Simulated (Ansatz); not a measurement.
# Response to strain in MoSe2

Base system: MoSe$_{2}$ in the 2H-MoS2 type structure (space group P6_3/mmc, No. 194; a = 3.228 Å, c = 12.346 Å; layered, stacked along the Cartesian z axis). Axes: x lies along a and z along c of the hexagonal cell.

Strains are applied to the cell and any free atomic positions relax.

Computed with plane-wave PAW DFT at the PBEsol-D3(BJ) level (Ansatz, a first-principles code, 420 eV), spin-orbit coupling left out, earlier PAW set.

Candidates:
(a) isotropic strain +1.34 %
(b) isotropic strain +3.28 %
(c) uniaxial strain ε_zz = +4.87 %

For the base:

| Quantity | Result |
|---|---|
| Width of the top valence band | 1.53 eV |

**Question.** Order them by width of the top valence band, lowest first.

**Answer.** (c) uniaxial strain ε_zz = +4.87 % (1.26 eV), (b) isotropic strain +3.28 % (1.45 eV), (a) isotropic strain +1.34 % (1.51 eV)

The levels and masses belong to the bands next to the band gap. No phonon test of stability was made.
